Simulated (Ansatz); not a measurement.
Take CaC$_{2}$ (space group C2/m, No. 12; a cell from a computed database, its experimental status unchecked) as the base.

```
CaC2
1.0
    3.53412    -1.88850     0.00000
    3.53412     1.88850     0.00000
   -2.13348     0.00000     7.03076
Ca C
2 4
Direct
  0.79929   0.79929   0.75340
  0.20071   0.20071   0.24660
  0.08023   0.08023   0.56545
  0.91977   0.91977   0.43455
  0.45085   0.45085   0.05896
  0.54915   0.54915   0.94104
```

Cartesian axes are those of the cell as printed.

The change: tensile biaxial strain of 1.57 % in the plane normal to [001], as in epitaxy on a mismatched substrate; the out-of-plane cell vector and the atoms relax.

Levels (all Ansatz, an electronic-structure program, PAW): PBEsol (420 eV, no spin-orbit coupling); r2SCAN (500 eV, no SOC).

The geometry is relaxed with PBEsol.

PBEsol band gap: 2.00 eV
PBEsol pressure: -0.72 GPa
PBEsol width of the top valence band: 0.52 eV

Task: How does going to r2SCAN change the band gap, pressure and width of the top valence band?

Result: The band gap increases by 0.46 eV (2.00 eV → 2.46 eV); the pressure rises by 1.08 GPa, from -0.72 GPa to 0.36 GPa; the width of the top valence band is nearly the same (0.52 eV against 0.51 eV).

Single points use the geometry relaxed with PBEsol. Their cutoffs differ, which shifts pressures a little. Whether these cells are dynamically stable was not tested.
